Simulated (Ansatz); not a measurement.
BP (Imm2), Ansatz (a program for electronic structure) with r2SCAN with spin-orbit coupling, rigid bands: Condition of this run: biaxial stress in (110) of -8 GPa (compression positive) (the target of the relaxation). band gap 1.23 eV, N_c = 2.70e19 cm⁻³ and N_v = 7.67e18 cm⁻³ at 300 K, conductivity masses along x (a = (-0.03, 2.27, 2.31) Å; b = (2.27, -0.03, 2.31) Å; c = (2.25, 2.25, 0.00) Å) of 0.393 mₑ (electrons) and 0.301 mₑ (holes). Take k_BT = 0.02585 eV.

Problem. Find the intrinsic carrier density and the intrinsic Fermi level.

Solution. n_i = √(N_c N_v) exp(−E_g/2k_BT) = 1.44e19 × exp(−23.79) = 6.7e8 cm⁻³. The level lies (k_BT/2) ln(N_v/N_c) = -16 meV from mid-gap (positive towards the conduction band). Each 0.1 eV added to the gap lowers n_i by a factor of 6.9.

Problem. A film of it is 3 nm thick, with its normal along the direction named. Estimate the confinement energies in an infinite well.

Solution. ħ²π²/(2m t²) = 0.376 eV·nm²/(m/mₑ × t²) gives 106 meV for electrons and 139 meV for holes, so the gap would widen to about 1.48 eV. Finite barriers and nonparabolic bands lower this, and with several valleys or bands the heaviest mass along the normal sets the lowest level, not this average.

Problem. What built-in voltage has an abrupt junction with N_A = 1e16 and N_D = 1e17 cm⁻³, all dopants ionised?

Solution. V_bi = E_g/e − (k_BT/e) ln(N_c N_v/(N_A N_D)) = 1.23 − 0.02585 × 12.24 = 0.91 V. It follows the computed gap one for one.

Rigid, parabolic bands with the computed gap; masses take one relaxation time for all states. Geometry: cell and atoms relaxed with PBEsol.
